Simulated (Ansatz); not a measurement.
Candidates (primitive cells; geometry: relaxed with this functional, without spin-orbit coupling):
A. HfB2 (P6/mmm), a = 3.1270 Å, b = 3.1270 Å, c = 3.4478 Å, α = 90.00°, β = 90.00°, γ = 120.00°
B. Os (P6_3/mmc), a = b = 2.730 Å, c = 4.306 Å, α = β = 90.00°, γ = 120.00°
C. YS (Fm-3m), a = 3.860 Å, b = 3.860 Å, c = 3.860 Å, α = 60.00°, β = 60.00°, γ = 60.00°
D. YB2 (P6/mmm), a = b = 3.274 Å, c = 3.823 Å, α = β = 90.00°, γ = 120.00°
E. YAl2 (Fd-3m), a = b = c = 5.521 Å, α = β = γ = 60.00°

Question: Rank these by resistivity at 300 K (lowest first), as PBEsol, DFPT electron-phonon coupling, linearised Boltzmann equation in Ansatz (an electronic-structure program) gives it.

Answer: A (4.7 μΩ·cm), B (7.2 μΩ·cm), D (12.9 μΩ·cm), C (19.6 μΩ·cm), E (34 μΩ·cm)

Metals; harmonic phonons alone scatter; means over directions. Halving the electron mesh moves these values by up to 8 %; q meshes are mostly untested. Some of the runs warned that the eigensolver left states short of its tolerance. Spin-orbit coupling is left out.

Formula and space group known from diffraction (Crystallography Open Database), not checked to be the room-temperature form: YS (Fm-3m). The missing spin-orbit coupling matters most for HfB2 (P6/mmm), Os (P6_3/mmc).
